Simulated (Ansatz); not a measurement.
Results of r²SCAN in Ansatz (plane waves, PAW) for B₂O₃ (model structure, P-62c, No. 190, 10 atoms in the cell).

Settings: plane-wave cutoff 560 eV, 12×12×6 k mesh (along the axes of the cell as run), Fermi–Dirac smearing 0.01 eV, scalar-relativistic PAW data made under PBE.

Cell (relaxed at this level):

B₂O₃ has the hexagonal space group P-62c (No. 190), Pearson symbol hP10. Lattice parameters: a = 4.3666 Å, b = 4.3666 Å, c = 6.6596 Å, α = 90.00°, β = 90.00°, γ = 120.00°. O on 6h is surrounded by 2 B at 1.365 Å (bent). B1 on 2d sees 3 O at 1.366 Å (trigonal planar). B2 on 2b is coordinated by 3 O at 1.365 Å (trigonal planar). (Neighbours: up to the widest gap in distance over summed covalent radii, below 1.35, at either atom.)

### Question
Estimate the band gap that the calculation returns.

### Answer

band gap: 5.69 eV (on the SCF k mesh)

Note: the relaxation could raise the start's symmetry but not lower it, so the cell can be a saddle point; the cell has widely spaced layers and the level no dispersion term, so their spacing and the moduli can rest on weak binding.

The computed numbers hold no vibrational or temperature effects.

The result took around 7 core-minutes (rough).

A model structure was made by putting elements into a prototype or built by hand; it is no filed structure, need not be a known phase, and can be a saddle point held by its symmetry.

Ansatz is a first-principles code.
